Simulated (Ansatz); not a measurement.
The starting structures come from a database of crystals and need not be the phases stable at ambient conditions.

 Where the default PAW files enter, the runs use the earlier of Ansatz's two default sets.

Inside the gap of an insulator the Bloch states are evanescent, with a wavenumber k + iκ along the transport direction.

```xyz
10
Lattice="5.8116 0.0000 0.0000 0.1808 5.8088 0.0000 2.8154 -2.9044 4.0450" Properties=species:S:1:pos:R:3 pbc="T T T"
Sr     5.9020     2.9044     2.0225
Sr     2.9058     0.0000     2.0225
Cd     2.9962     2.9044     0.0000
W      0.0000     0.0000     0.0000
O      2.6309     3.2813     2.1992
O      6.1770    -0.3769     1.8458
O      4.2809     1.5791     3.5201
O      4.5269     1.3253     0.5249
O      4.6104     4.4691     0.0000
O      1.3820     1.3397     0.0000
```

Space group of this cell: I4/m. The cell is taken as given; by PBEsol its mean pressure is -1.7 GPa.

Transport runs along the normal of the first two printed cell vectors, the (110) plane of the conventional cell.

The gap is the functional's own, uncorrected, and κ follows it; spin-orbit coupling is left out. Mid-gap values are interpolated between the computed energies.

Task: State the band gap and the smallest decay constant κ at mid-gap according to PBEsol run with Ansatz (a quantum-chemistry and plane-wave program).

Result: Gap 3.13 eV on a 8×8×8 mesh; κ = 0.337 1/Å, at (0.500, 0.000) of the in-plane reciprocal vectors. At the zone centre, at the nearest computed energy, the slowest state has κ = 0.39 1/Å.
